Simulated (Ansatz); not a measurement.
B on the W site in bcc W (start: the W site; 54-site cell, 4×4×4 shifted sampling), host crystal and elements as references (Δμ(W) = 0.00 eV, Δμ(B) = 0.00 eV; B taken from its element, since no compound that bounds it was computed at this level; only phases computed here count, gases as isolated molecules at 0 K). All values below come from PBE, PAW (plane waves to 420 eV; Ansatz, a program for electronic structure). In charge state 0 (not spin-polarised) the formation energy is 2.85 eV. The crystal has 6.19 × 10^22 W sites per cm³.

**Question.** Estimate the equilibrium concentration at 1100 K in the dilute limit, leaving out vibrational entropy and degeneracy.

**Answer.** kT = 0.0948 eV; c = N exp(−E_f / kT) = 6.19 × 10^22 × exp(−30.1) ≈ 5 × 10^9 cm^-3. An error of 0.2 eV in E_f moves this by a factor of 8.
